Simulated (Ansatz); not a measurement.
**Mo2Ge (model structure, started from the Ni2In type, P6₃/mmc, No. 194, 6 atoms in the cell): properties by level of theory**

```tsv
level (code)	lattice constant a (Å)	c axis length (Å)	enthalpy of formation (eV/atom)
PBE (Ansatz)	4.532	[?]	0.140
PBEsol (Ansatz)	4.482	5.143	0.089
PBE-D3(BJ) (Ansatz)	4.481	[?]	0.084
```

Problem. Complete the blanks.

Solution. 
- PBE (Ansatz, an electronic-structure program), c axis length (Å): 5.196
- PBE-D3(BJ) (Ansatz), c axis length (Å): 5.151

Ansatz's density-functional and Hartree–Fock values are scalar-relativistic unless marked +SOC, with PAW data made under PBE.

The computed numbers hold no vibrational or temperature effects.

A model structure was made by putting elements into a prototype or built by hand; it is no filed structure, need not be a known phase, and can be a saddle point held by its symmetry.
